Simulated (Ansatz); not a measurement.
The starting structures come from a database of crystals and need not be the phases stable at ambient conditions.

Consider the following.

```
CELL_PARAMETERS angstrom
      7.19634     0.00000     0.00000
      0.00000     8.83481     0.00000
      0.00000     4.41741     2.55039
ATOMIC_POSITIONS crystal
  Ba 0.50000 0.00000 0.00000
  Li 0.76896 0.33333 0.00000
  Li 0.23104 0.66667 0.00000
  Mg 0.00000 0.00000 0.00000
  P  0.24881 0.33333 0.00000
  P  0.75119 0.66667 0.00000
  O  0.46406 0.33333 0.00000
  O  0.53594 0.66667 0.00000
  O  0.17871 0.64020 0.65537
  O  0.82129 0.35980 0.34463
  O  0.17871 0.29557 0.76866
  O  0.82129 0.70443 0.23134
  O  0.17871 0.06423 0.57597
  O  0.82129 0.93577 0.42403
```

Space group of this cell: P-3. The cell is taken as given; by r2SCAN its mean pressure is -4.9 GPa.

Transport runs along the normal of the first two printed cell vectors, the (110) plane of the conventional cell.

The gap is the functional's own. No spin-orbit coupling. Mid-gap values are interpolated on the energy grid.

**Question.** Predict the band gap and the smallest decay constant κ at mid-gap from r2SCAN (Ansatz, a quantum-chemistry and plane-wave program).

**Answer.** Gap 6.41 eV on a 4×12×12 mesh; κ = 0.474 1/Å, at the zone centre.
